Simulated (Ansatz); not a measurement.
An Ansatz (a first-principles code) run: Hf with a change (pressure 1.8 GPa); PBE in Ansatz (plane waves to 420 eV, PAW, no spin-orbit coupling), earlier PAW set.

Input:

Ansatz 0.2 input:
```yaml
crystal:
  lattice:
    - [3.2041234226, 0, 0]
    - [-1.6020617113, 2.7748522809, 0]
    - [0, 0, 5.0689446535]
  atoms:
    - { symbol: Hf, position: [0.3333333333, 0.6666666667, 0.75] }
    - { symbol: Hf, position: [0.6666666667, 0.3333333333, 0.25] }
basis: { ecutwfc: 420, ecutrho_ratio: 4, xc_grid: 2, fft_grid_basis: typed }
kpoints: { mp_grid: { grid: [17, 17, 9] } }
hamiltonian:
  xc: pbe
  dispersion: none
  pseudopotentials: { azcp: { folder: ./paw }, kind: paw }
scf: { occupations: { method: fermi_dirac, width: 0.05 } }
relax: { f_tol: 0.01, max_steps: 60, cell: { stress_tol: 0.02, p_target: 1.8 } }
output: { forces: true, stress: true }
checkpoint: { write: state.ck, write_every: 1000 }
```

Output (explanatory and most iteration lines left out):

```
Relaxation: its limit of steps is 60 (relax.max_steps)
Pseudopotential: Hf, paw, valence charge 26
Crystal: 2 atoms, lattice volume = 45.068 Å³
Basis set: ecut = 420 eV, 881 PW (Γ), exchange–correlation on 48×48×72 points (8 copies of the dense FFT grid, shifted against one another)
Bands: 32, of which v1, the nominal top of the filled ones, is band 26 counted from 1 (25 counted from 0)
Symmetry: 24 space group operations
Space group: P63/mmc (ITA 194), of the structure as read, at distance tolerance 3.6e-5 Å
k-points: 165 of 2601
Functional: x = pbe(κ = 0.804, μ = 0.2195149727645171), c = pbe(β = 0.06672455060314922)
SCF iter   1: F=—  HF=-31444.643600 eV  |F-HF|=—  |Δ(HF+E_count)|=         —  Δρ=3.56e-2  dr2=6.95e-1  ethr=3.10e-3  ⟨swp⟩=5.5  Hψ=18824  notcnv=0
SCF iter   2: F=—  HF=-31444.512895 eV  |F-HF|=—  |Δ(HF+E_count)|=   1.31e-1  Δρ=2.29e-2  dr2=2.85e-1  ethr=1.34e-3  ⟨swp⟩=3.0  Hψ=10569  notcnv=0  defer=22
SCF 1 converged in 8 iterations: F = -31444.421435 eV  dr2 = 2.94e-8
relax step   1: F+E_penalty+E_count = -31444.42143482 eV  Δ(F+E_penalty+E_count) = +0.000e0 eV  max|allowed force component| = 4.626e-16 eV/Å  Δτ_max = 0.0000 Å  P = -0.000 GPa  Ω = 45.068 Å³  (8 SCF iters, dr2 threshold 1.00e-7 eV, accepted)
[... steps on the carried basis left out ...]
relax step   5: F+E_penalty+E_count = -31444.41739777 eV  Δ(F+E_penalty+E_count) = +2.236e-4 eV  max|allowed force component| = 3.701e-17 eV/Å  Δτ_max = 0.0000 Å  P = +1.798 GPa  Ω = 44.339 Å³  stress off target by 2.19e-3 GPa  SCF on the basis re-selected at this cell (its energy is not comparable with the rows above)  (6 SCF iters)
SCF converged after 6 iterations
Free energy (F): -31444.417398 eV
Internal energy: -31444.405707 eV  (E = F + TS)
E sigma→0 (E₀):  -31444.411552 eV
Entropy (-TS):   -0.011691 eV (-5.845 meV/atom)
Fermi energy:    18.350623 eV
--- Forces (eV/Å), atoms counted from 1 ---
  atom   1  Hf    -0.00000000    -0.00000000     0.00000000
  atom   2  Hf    -0.00000000    -0.00000000     0.00000000
--- Stress (GPa, compression-positive) ---
        1.797813      -0.000000       0.000000
        0.000000       1.797813      -0.000000
        0.000000      -0.000000       1.799344
  P = ⅓ Tr σ = 1.7983 GPa (17.983 kbar)
--- Relaxed structure (4 steps of the walk, 3 accepted, 1 SCFs on fresh bases) ---
  cell:  # Å, volume = 44.3386 Å³
    - [3.186264367274924, 4.62412504618208e-34, 0.0]
    - [-1.593132183637462, 2.7593858852332347, -5.4913018452479995e-19]
    - [0.0, -1.0031202497213934e-18, 5.042985974564348]
  atoms:
    - { symbol: Hf, position: [0.3333333333333333, 0.6666666666666666, 0.75] }
    - { symbol: Hf, position: [0.6666666666666666, 0.3333333333333333, 0.25000000000000006] }
```

Load acts through the strain it causes; cell and atoms are relaxed under it. Stability against distortions was not tested. All final runs are without spin polarisation. The cell was made from Hf in the hcp (Mg type) structure (space group P6_3/mmc, No. 194) by this change: pressure 1.8 GPa.
